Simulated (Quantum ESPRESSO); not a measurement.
A self-consistent single point of SrSn₂As₂ (R-3m, 5 atoms in the cell) with Quantum ESPRESSO.

Level of theory: PBEsol, GBRV 1.5 ultrasoft (PBESOL) pseudopotentials (plane waves; Quantum ESPRESSO 7.5).

```
Sr(SnAs)2
1.0
    2.10200    -1.21359     8.90867
    0.00000     2.42718     8.90867
   -2.10200    -1.21359     8.90867
Sr Sn As
1 2 2
Direct
  0.00000   0.00000   0.00000
  0.20860   0.20860   0.20860
  0.79140   0.79140   0.79140
  0.40736   0.40736   0.40736
  0.59264   0.59264   0.59264
```

Reference input (self-consistent single point, DFT, PBEsol, plane waves, GBRV 1.5 ultrasoft (PBESOL) pseudopotentials): ecutwfc = 40 Ry; ecutrho = 200 Ry; occupations = smearing; smearing = gauss; degauss = 0.0036749 Ry; potentials = {Sr: sr_pbesol_v1.uspp.F.UPF, Sn: sn_pbesol_v1.4.uspp.F.UPF, As: as_pbesol_v1.uspp.F.UPF}; K_POINTS = automatic 6 6 6 0 0 0; conv_thr = 1e-10 Ry. This run's input differs from it in these lines:

```diff
@@ -21,3 +21,2 @@
 &electrons
-  conv_thr = 1.0d-10
 /
```

Log, with long lists cut:

```
     Self-consistent Calculation

     iteration #  1     ecut=    40.00 Ry     beta= 0.70

     negative rho (up, down):  6.214E-02 0.000E+00

     total energy              =    -466.89120732 Ry
     estimated scf accuracy    <       2.31977044 Ry

     iteration #  2     ecut=    40.00 Ry     beta= 0.70

     negative rho (up, down):  6.221E-02 0.000E+00

     total energy              =    -465.11296490 Ry
     estimated scf accuracy    <      16.80593614 Ry

     iteration #  3     ecut=    40.00 Ry     beta= 0.70

     negative rho (up, down):  6.319E-02 0.000E+00

     total energy              =    -467.97290929 Ry
     estimated scf accuracy    <       0.91383079 Ry

   [... 4 blocks of this kind left out ...]

     iteration #  8     ecut=    40.00 Ry     beta= 0.70

     negative rho (up, down):  6.511E-02 0.000E+00

     total energy              =    -468.04803910 Ry
     estimated scf accuracy    <       0.00002256 Ry

     iteration #  9     ecut=    40.00 Ry     beta= 0.70

     negative rho (up, down):  6.508E-02 0.000E+00
     End of self-consistent calculation

     the Fermi energy is     8.9180 ev

!    total energy              =    -468.04805027 Ry
     estimated scf accuracy    <       0.00000084 Ry
     smearing contrib. (-TS)   =      -0.00001483 Ry
     internal energy E=F+TS    =    -468.04803544 Ry

     convergence has been achieved in   9 iterations

     negative rho (up, down):  6.508E-02 0.000E+00

     Forces acting on atoms (cartesian axes, Ry/au):

     atom    1 type  1   force =    -0.00000000   -0.00000000   -0.00000000
     atom    2 type  2   force =     0.00000000    0.00000000   -0.00240983
     atom    3 type  2   force =     0.00000000    0.00000000    0.00240983
     atom    4 type  3   force =     0.00000000    0.00000000   -0.00355684
     atom    5 type  3   force =     0.00000000   -0.00000000    0.00355684

   [... lines left out ...]
     Total force =     0.006076     Total SCF correction =     0.001107
   [... lines left out ...]

     negative rho (up, down):  6.508E-02 0.000E+00
          total   stress  (Ry/bohr**3)                   (kbar)     P=        1.32
   0.00002448  -0.00000000   0.00000000            3.60       -0.00        0.00
   0.00000000   0.00002448   0.00000000            0.00        3.60        0.00
   0.00000000   0.00000000  -0.00002201            0.00        0.00       -3.24

   JOB DONE.
```

The run converged in 9 iterations. Against the reference run the free energy hardly moves (within 1 meV/atom), the pressure goes from -0.18 to 0.13 GPa and the largest force goes from 0.096 to 0.091 eV/Å. The full log also holds: “SCF correction compared to forces is large: reduce conv_thr to get better values”.

The starting cell comes from a database of published, mostly measured structures (it also holds non-ambient and calculated ones), without a prior relaxation at this level. The run gives no clean gap (levels at the Fermi energy touch, overlap or are partly filled at this smearing), which alone does not show that the compound is a metal.

Cost on one core of a shared machine: roughly 3 min.
